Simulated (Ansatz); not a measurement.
A computed series for CdO: point defects

Consider an 8-atom supercell of CdO in the rock salt structure (space group Fm-3m, No. 225; a = 4.768 Å) at its relaxed geometry.

One neutral defect a cell, atoms relaxed at fixed cell.

All numbers come from plane-wave PAW DFT at the PBE level (Ansatz, an electronic-structure program, 420 eV), spin-orbit coupling left out, earlier PAW set.

| case | largest displacement of a host atom from its site in the perfect cell | pressure |
|---|---|---|
| perfect supercell | – | 0.0 GPa |
| Cd on a O site (antisite), symmetric start | 0.00 Å | 35.2 GPa |
| O on a Cd site (antisite) | 0.64 Å | -3.0 GPa |
| Li interstitial (started 1.86 Å from the nearest host atom), symmetric start | 0.24 Å | 12.4 GPa |
| Si on a Cd site | 0.60 Å | 1.3 GPa |
| Li interstitial (started 2.06 Å from the nearest host atom) | 0.24 Å | 12.4 GPa |

In so small a cell the defect repeats every few ångströms: this is an ordered compound, not a dilute defect. A case with no gap was solved on a k-mesh chosen for an insulator, which is coarse for it. Defects with a symmetric start kept the site's symmetry and may sit on a saddle; the others started slightly shaken. All final runs are without spin polarisation.
